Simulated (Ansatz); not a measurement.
A self-consistent single point of AgBiO3 (Pm-3m, 5 atoms in the cell) with Ansatz (a first-principles code).

Computed with PBEsol, default PAW files made with PBE (plane waves; Ansatz).

```
AgBiO3
1.0
    4.21045     0.00000     0.00000
    0.00000     4.21045     0.00000
    0.00000     0.00000     4.21045
Ag Bi O
1 1 3
Cartesian
  0.00000   0.00000   0.00000
  2.10523   2.10523   2.10523
  0.00000   2.10523   2.10523
  2.10523   2.10523   0.00000
  2.10523   0.00000   2.10523
```

Reference input (self-consistent single point, DFT, PBEsol, plane waves, default PAW files made with PBE): basis.ecutwfc = 30.9 Ry; kpoints.mp_grid.grid = 6 6 6; hamiltonian.xc = pbesol; hamiltonian.pseudopotentials = {kind: paw} (the program's default PAW files); scf.occupations.method = methfessel_paxton; scf.occupations.width = 0.0073 Ry. This run's input differs from it in these lines:

Ansatz 0.2 input:
```diff
@@ -17,3 +17,6 @@
   xc: pbesol
-  pseudopotentials: { kind: paw }
+  pseudopotentials: { kind: paw_fr }
+magnetization:
+  noncollinear: true
+  spin_orbit: false
 scf:
```

Output (repeated stretches shortened):

```
SCF iter   1: F=—  HF=-21441.952545 eV  |F-HF|=—  |Δ(HF+E_count)|=         —  Δρ=7.39e-2  dr2=3.66e0  dr2_m=0.00e0 (ungated)  ethr=3.10e-3  |M|=0.00e0 ∫|m|=0.00e0 μB  |m|>n=0.0e0 m-floor=0.0e0 τ_xc=0.0e0  β_m=0.30  ⟨swp⟩=5.5  Hψ=4280  notcnv=0  defer=10
all-band conjugate gradients solve this SCF's bands
preconditioner: auto → Resta (q_TF=auto, 2.569 Å⁻¹)
   [... lines left out ...]
SCF iter   8: F=—  HF=-21440.765297 eV  |F-HF|=—  |Δ(HF+E_count)|=   5.30e-6  S|Δr|=    0.00e0  Δρ=3.12e-5  dr2=5.68e-7  dr2_m=0.00e0 (ungated)  ethr=1.53e-8  |M|=0.00e0 ∫|m|=0.00e0 μB  |m|>n=0.0e0 m-floor=0.0e0 τ_xc=0.0e0  β_m=0.92  ⟨swp⟩=2.3  [...]
SCF iter   9: F=-21440.765297 eV  HF=-21440.765297 eV  |F-HF|=1.36e-8  |Δ(HF+E_count)|=   2.00e-7  S|Δr|=    0.00e0  Δρ=4.15e-6  dr2=1.38e-8  dr2_m=0.00e0 (ungated)  ethr=1.92e-10  |M|=0.00e0 ∫|m|=0.00e0 μB  |m|>n=0.0e0 m-floor=0.0e0 τ_xc=0.0e0  [...]
SCF 1 converged in 9 iterations: F = -21440.765297 eV  dr2 = 1.38e-8
Stability not checked (fill_not_monotonic)
Magnetization: |M| = 0.0000 μB,  M = (+0.0000, +0.0000, +0.0000) μB
Absolute magnetization: 0.0000 μB (∫|m|)
  site 0: m = (+0.0000, +0.0000, +0.0000) μB, |m| = 0.0000 μB  (R = 1.23 Å)
  site 1: m = (+0.0000, +0.0000, +0.0000) μB, |m| = 0.0000 μB  (R = 0.87 Å)
  site 2: m = (+0.0000, +0.0000, +0.0000) μB, |m| = 0.0000 μB  (R = 0.87 Å)
  site 3: m = (+0.0000, +0.0000, +0.0000) μB, |m| = 0.0000 μB  (R = 0.87 Å)
  site 4: m = (+0.0000, +0.0000, +0.0000) μB, |m| = 0.0000 μB  (R = 0.87 Å)
Free energy (F): -21440.765297 eV
   [... lines left out ...]
Fermi energy:    8.314050 eV
   [... lines left out ...]
  atom   1  Ag    -0.00000000     0.00000000     0.00000000
   [... zero for the other atoms too ...]
--- Stress (GPa, compression-positive) ---
       -4.446962      -0.000000       0.000000
        0.000000      -4.446962       0.000000
        0.000000       0.000000      -4.446962
  P = ⅓ Tr σ = -4.4470 GPa (-44.470 kbar)
  The stress holds the Pulay correction. Without it, at fixed plane waves, as pw.x and ABINIT print it: P = -5.0073 GPa
```

The run converged in 9 iterations. Against the reference run the pressure stays at -4.45 GPa.

The starting cell was generated: these elements placed on a structure prototype, without a prior relaxation; it need not be a known phase or ordering of this composition. With a pressure of about -4 GPa the cell is away from its equilibrium volume at this level. Ansatz's pressure includes its estimate of the finite-basis (Pulay) stress. Without the estimate this run gives -5.01 GPa. The run gives no clean gap (levels at the Fermi energy touch, overlap or are partly filled at this smearing), which alone does not show that the compound is a metal.
